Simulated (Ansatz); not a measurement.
The reference is BN in the zinc blende structure (space group F-43m, No. 216; a = 3.581 Å). Axes: x, y, z lie along the cube axes.

Level of theory: Ansatz (an electronic-structure program) LDA, no SOC.

Before the change:

The pressure is -0.1 kbar.

The change: biaxial strain +1.00 %, plane normal [001], relaxed out of plane (Cartesian); in-plane vectors clamped, the third vector and the atoms free.

### Question
What does the calculation give for the out-of-plane strain after the change?

### Answer
The out-of-plane strain comes out as -0.47 %.

### Question
What does the calculation give for the energy relative to the base after the change?

### Answer
The energy goes up by 3.3 meV/atom.

### Question
How does this affect the pressure?

### Answer
The pressure (mean of the normal stresses, compression positive) falls by 59.5 kbar, from -0.1 kbar to -59.6 kbar.

Whether these cells are dynamically stable was not tested.
